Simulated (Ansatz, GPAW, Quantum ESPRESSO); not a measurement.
**Yb (Fm-3m, 1 atom in the cell) computed with different codes at matched settings**

Self-consistent single point.

```
CELL_PARAMETERS angstrom
      0.00000     2.72463     2.72463
      2.72463     0.00000     2.72463
      2.72463     2.72463     0.00000
ATOMIC_POSITIONS crystal
  Yb 0.00000 0.00000 0.00000
```

Shared settings, as Ansatz (a first-principles code) writes them: kpoints.mp_grid.grid = 5 5 5; scf.occupations.method = fermi_dirac; scf.occupations.width = 0.1 eV. Potentials and cutoffs stand in the table.

```
code                                                          model  pressure (GPa)  cutoff
----------------  -------------------------------------------------  --------------  ------
GPAW                   PBE, GPAW PAW datasets PBE (gpaw-data 1.0.1)           -1.75  800 eV
Ansatz                                               PBE, PAW files           -1.90  420 eV
Quantum ESPRESSO  PBE, SSSP 1.1.2 efficiency (PBE) pseudopotentials           -2.52   50 Ry
```

On Ansatz's run: spin-orbit coupling is off.

The spread over the programs that give each value: pressure within 0.77 GPa.

Ansatz's pressure is given at a fixed set of plane waves, as the other plane-wave codes print theirs; with its correction for the finite basis it is -1.84 GPa.

On the base mesh (10 10 10) the same programs gave: Ansatz pressure -1.88 GPa; Quantum ESPRESSO pressure -2.67 GPa; GPAW pressure -1.73 GPa.

The starting cell comes from a database of computed structures (which also holds hypothetical and non-ambient phases and stackings), without a prior relaxation at this level.

Left out of this page: Elk and FLEUR (not drawn, or without a comparable value).

Keys are those of Ansatz 0.2.
